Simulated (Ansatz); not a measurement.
Output of an Ansatz run (abridged):

```
WARN ansatz: RAYON_NUM_THREADS=1 ignored (pool sized by the plan → 1); use --threads N
Pseudopotentials: kind: paw
Pseudopotential: Sc, paw, valence charge 11
Pseudopotential: Ga, paw, valence charge 13
Crystal: 4 atoms, lattice volume = 66.990 Å³
Basis set: ecut = 420 eV, 1357 PW (Γ), exchange–correlation on 60×60×60 points (8 copies of the dense FFT grid, shifted against one another)
Bands: 30, of which v1, the nominal top of the filled ones, is band 25 counted from 1 (24 counted from 0)
Symmetry: 8 space group operations
Space group: P4mm (ITA 99), of the structure as read, at distance tolerance 4.1e-5 Å
k-points: 75 of 512 (time reversal used)
PAW frozen core: Sc, regenerated for the run's functional, and the local potential with it
PAW frozen core: Ga, regenerated for the run's functional, and the local potential with it
Initial density: superposition of atomic densities (neutral atoms: chi_scale 0, normalization atom), corrected by the library's trained network
Initial wavefunctions: pseudopotential atomic-orbital guess
Eigensolver: davidson
Functional: x = pbesol(κ = 0.804, μ = 0.12345679012345678), c = pbesol(β = 0.046)
SCF iter   1: F=—  HF=-13343.191790 eV  |F-HF|=—  |Δ(HF+E_count)|=         —  Δρ=3.78e-3  dr2=1.22e-2  ethr=1.77e-3  ⟨swp⟩=5.5  Hψ=8789  notcnv=0
all-band conjugate gradients solve this SCF's bands
preconditioner: auto → Kerker (q_TF=auto, 2.598 Å⁻¹)
SCF iter   2: F=—  HF=-13343.188935 eV  |F-HF|=—  |Δ(HF+E_count)|=   2.85e-3  Δρ=1.99e-3  dr2=5.40e-3  ethr=2.44e-5  ⟨swp⟩=2.6  Hψ=4678  notcnv=0
SCF iter   3: F=—  HF=-13343.187691 eV  |F-HF|=—  |Δ(HF+E_count)|=   1.24e-3  Δρ=1.17e-3  dr2=1.91e-3  ethr=1.08e-5  ⟨swp⟩=2.6  Hψ=3959  notcnv=0
SCF iter   4: F=—  HF=-13343.187006 eV  |F-HF|=—  |Δ(HF+E_count)|=   6.85e-4  Δρ=2.56e-4  dr2=5.78e-5  ethr=3.83e-6  ⟨swp⟩=2.0  Hψ=3530  notcnv=0
SCF iter   5: F=—  HF=-13343.186989 eV  |F-HF|=—  |Δ(HF+E_count)|=   1.72e-5  Δρ=1.25e-4  dr2=7.18e-6  ethr=1.16e-7  ⟨swp⟩=2.0  Hψ=3812  notcnv=0
SCF iter   6: F=—  HF=-13343.186991 eV  |F-HF|=—  |Δ(HF+E_count)|=   2.55e-6  Δρ=1.88e-5  dr2=2.14e-7  ethr=1.44e-8  ⟨swp⟩=2.2  Hψ=2907  notcnv=0
SCF iter   7: F=-13343.186991 eV  HF=-13343.186991 eV  |F-HF|=7.68e-10  |Δ(HF+E_count)|=   9.77e-8  Δρ=6.03e-6  dr2=1.99e-8  ethr=2.00e-10  ⟨swp⟩=6.3  Hψ=8678  notcnv=0
SCF 1 converged in 7 iterations: F = -13343.186991 eV  dr2 = 1.99e-8
SCF converged after 7 iterations
Free energy (F): -13343.186991 eV
Harris-Foulkes:  -13343.186991 eV  (|F-HF|=7.68e-10)
Internal energy: -13343.180788 eV  (E = F + TS)
E sigma→0 (E₀):  -13343.183890 eV
Entropy (-TS):   -0.006203 eV (-1.551 meV/atom)
Fermi energy:    12.137321 eV
--- Per-component energies (eV) ---
  E_band       = -156.462583
  E_kinetic    = 613.321460
  E_local      = -5793.972417  (includes V_loc(G=0)·N_el)
  E_nonlocal   = 1355.805985
  E_hartree    = 2657.628650
  E_xc         = -313.509666
  E_vxc        = -308.660018  (∫ρ·V_xc dr)
  E_paw        = -6773.735380  (= ΣΔE_a)
  E_vpaw       = -1338.215220  (= ΣTr[D̂ρ^β])
  E_aug_tail   = -0.000328  (compensation charges beyond the density's cutoff)
  E_ewald      = -5091.437050
  E_core_change = 2.717959  (= ΣΔE_core)
  E_smearing   = -0.006203  (= −TS)
  E_closure    = -0.000000  (closes the sum)
  Σ components = -13343.186991   (vs F -13343.186991, Δ=0.00e0)
--- Forces (eV/Å), atoms counted from 1 ---
  atom   1  Sc     0.00000000     0.00000000    -0.38230027
  atom   2  Ga     0.00000000     0.00000000    -0.00172548
  atom   3  Ga     0.00000000     0.00000000     0.19201151
  atom   4  Ga     0.00000000     0.00000000     0.19201151
  max |Σ_I F_I| component: 2.74e-6 eV/Å
--- Stress (GPa, compression-positive) ---
       -0.491433       0.000000      -0.000000
        0.000000      -0.491433       0.000000
       -0.000000       0.000000      -0.462642
  P = ⅓ Tr σ = -0.4818 GPa (-4.818 kbar)
  The stress holds the Pulay correction. Without it, at fixed plane waves, as pw.x and ABINIT print it: P = -0.5268 GPa
--- Band table (eV; the first three rows and the last of 75) ---
  k-point 0: bands = ["-36.9332", "-15.7136", "-15.7136", "-15.7136", "-3.0277", "-2.9980", "-2.9979", "-2.9979", "-2.8601", "-2.8596", "-2.7128", "-2.7128", "-2.7120", "-2.6463", "-2.6461", "-2.5233", "-2.5119", "-2.5119", "-2.5119", "0.9930", [...]
  k-point 1: bands = ["-36.9330", "-15.7191", "-15.7134", "-15.7134", "-3.0134", "-2.9937", "-2.9821", "-2.9821", "-2.8550", "-2.8465", "-2.7160", "-2.7115", "-2.7115", "-2.6556", "-2.6460", "-2.5322", "-2.5318", "-2.5318", "-2.5119", "1.1409", [...]
  k-point 2: bands = ["-36.9324", "-15.7323", "-15.7130", "-15.7130", "-2.9830", "-2.9749", "-2.9367", "-2.9367", "-2.8422", "-2.8109", "-2.7260", "-2.7093", "-2.7093", "-2.6838", "-2.6457", "-2.5862", "-2.5862", "-2.5570", "-2.5118", "1.5790", [...]
  k-point 74: bands = ["-36.9291", "-15.7388", "-15.7388", "-15.7387", "-2.9198", "-2.9196", "-2.9196", "-2.9081", "-2.8285", "-2.8285", "-2.8282", "-2.7085", "-2.7085", "-2.7083", "-2.6676", "-2.6668", "-2.5324", "-2.5324", "-2.5322", "6.4071", [...]
```

The structure:

```
CELL_PARAMETERS angstrom
      4.06135     0.00000     0.00000
      0.00000     4.06135     0.00000
      0.00000     0.00000     4.06135
ATOMIC_POSITIONS crystal
  Sc 0.00000 0.00000 0.01231
  Ga 0.50000 0.50000 0.00000
  Ga 0.00000 0.50000 0.50000
  Ga 0.50000 0.00000 0.50000
```

Problem. What input produced this log?

Solution. Other spellings and defaults could give the same log, and not every line can be read from it. The input that was run (DFT, PBEsol, plane waves, default PAW files made with PBE):

Ansatz 0.2 input:
```yaml
crystal:
  lattice:
    - [4.061351, 0.000000, 0.000000]
    - [0.000000, 4.061351, 0.000000]
    - [0.000000, 0.000000, 4.061351]
  atoms:
    - { symbol: Sc, position: [0.000000, 0.000000, 0.012311] }
    - { symbol: Ga, position: [0.500000, 0.500000, 0.000000] }
    - { symbol: Ga, position: [0.000000, 0.500000, 0.500000] }
    - { symbol: Ga, position: [0.500000, 0.000000, 0.500000] }
basis:
  ecutwfc: 420.0
kpoints:
  mp_grid: { grid: [8, 8, 8] }
hamiltonian:
  xc: pbesol
  pseudopotentials: { kind: paw }
scf:
  occupations: { method: gaussian, width: 0.1 }
output:
  forces: true
  eigenvalues: true
  stress: true
```

The starting cell comes from a database of computed structures (which also holds hypothetical and non-ambient phases and stackings), without a prior relaxation at this level. Its lattice was rescaled by up to half a per cent. One atom was moved a little off its site on purpose. Ansatz's pressure includes its estimate of the finite-basis (Pulay) stress.

Ansatz is a first-principles code.
